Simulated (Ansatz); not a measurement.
Data:

```
KBr
1.0
   -0.09565     3.30725     3.24810
    3.31848    -0.10821     3.26066
    3.30774     3.30907    -0.09747
Br K
1 1
Direct
  0.00000   0.00000   0.00000
  0.50000   0.50000   0.50000
```

No spin polarisation.

Calculations: Ansatz (a first-principles code), r2SCAN, PAW, cutoff 500 eV, no spin-orbit coupling. Γ-centred 9×9×9 mesh, Fermi–Dirac width 0.05 eV.

Question: Predict the gap character and stress.

Answer: The gap character is direct at Γ and the stress (xx, yy, zz, yz, xz, xy; compression positive) comes out as (-0.65, -0.66, -0.14, 0.17, 0.12, 0.16) GPa.

The cells carry an imposed strain or load. Whether these cells are dynamically stable was not tested. The cell was made from KBr in the rock salt structure (space group Fm-3m, No. 225) by this change: strain tensor (xx, yy, zz, yz, xz, xy) = (+1.72, +1.76, −0.03, −1.67, −1.29, −1.61) %.
